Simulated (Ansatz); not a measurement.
The starting structures come from a database of crystals and need not be the phases stable at ambient conditions.

 Where the default PAW files enter, the runs use the earlier of Ansatz's two default sets.

By PBEsol, the system below comes out a metal.

Without scattering a metal conducts by its projected Fermi surface.

Input:

```
InSb
1.0
    3.22401     0.00000     0.00000
   -1.61200     4.33321     0.00000
    1.61200     0.22048     4.32759
In Sb
1 1
Direct
  0.90234   0.50000   0.50000
  0.84849   0.00000   0.00000
```

Space group of this cell: Imm2. The cell is strained (all lengths scaled by 1.02); by PBEsol its mean pressure is -5.0 GPa.

The current flows along the normal of the first two printed cell vectors. No spin-orbit coupling; the value is a mean over 0.1 eV about the Fermi level.

Q: State the ballistic conductance per area according to Ansatz (a program for electronic structure) with PBEsol.

A: 0.73 × 10¹⁵ S/m² for both spins.
